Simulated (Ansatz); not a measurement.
BP, response to strain

Start from BP in the zinc blende structure (space group F-43m, No. 216; a = 4.537 Å). Axes: x, y, z lie along the cube axes.

Strains are applied to the cell and any free atomic positions relax; under biaxial strain the out-of-plane vector relaxes too.

Method: plane-wave PAW DFT at the r2SCAN level (Ansatz, a program for electronic structure, 500 eV), spin-orbit coupling left out.

Notes on the quantities. energy relative to the base: free energy F.

```csv
"biaxial strain, plane normal [111], relaxed out of plane (%)",energy relative to the base (meV/atom)
-2.5,22.3
-2.08,15.3
-1.67,9.8
-1.25,?
-0.83,2.4
-0.42,0.6
0,0.0
```

Problem. Fit ΔE = Aε² + Bε³ (ε in %) to the rows shown and predict the withheld row.

Solution. Least squares on the printed values gives A = 3.40 and B = -0.065 meV/atom (largest residual 0.0 meV/atom); this predicts 5.4 meV/atom, and the run gives 5.4 meV/atom, in agreement.

Stability against distortions was not tested.
